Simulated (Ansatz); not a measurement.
# Hypothetical Fddd WSi2: pressure series

Base system: WSi₂ (space group Fddd, No. 70; a = 4.591 Å, b = 7.948 Å, c = 8.973 Å; a hypothetical phase, not in the database extracts checked).

Cell and atoms are relaxed at each pressure.

Computed with Kohn–Sham DFT with the PBE functional, run in Ansatz (an electronic-structure program) with PAW and 420 eV plane waves, no SOC.

Notes on the quantities. enthalpy: H = E + PV relative to the base's energy.

| variant | density | shortest interatomic distance | enthalpy |
|---|---|---|---|
| base | 9.74 g/cm³ | 259.3 pm | – |
| pressure −2 GPa | 9.65 g/cm³ | 260.1 pm | -0.17 eV/atom |
| pressure −1 GPa | 9.69 g/cm³ | 259.7 pm | -0.09 eV/atom |
| pressure 0.3 GPa | 9.75 g/cm³ | 259.2 pm | +0.03 eV/atom |
| pressure 0.7 GPa | 9.77 g/cm³ | 259.1 pm | +0.06 eV/atom |
| pressure 1.5 GPa | 9.80 g/cm³ | 258.8 pm | +0.13 eV/atom |
| pressure 3 GPa | 9.87 g/cm³ | 258.2 pm | +0.25 eV/atom |
| pressure 5 GPa | 9.95 g/cm³ | 257.5 pm | +0.42 eV/atom |
| pressure 7.5 GPa | 10.06 g/cm³ | 256.7 pm | +0.63 eV/atom |
| pressure 10 GPa | 10.16 g/cm³ | 255.9 pm | +0.83 eV/atom |

Load acts through the strain it causes; cell and atoms are relaxed under it. No phonon test of stability was made. Competing high-pressure phases were not computed. The final runs are not spin-polarised.
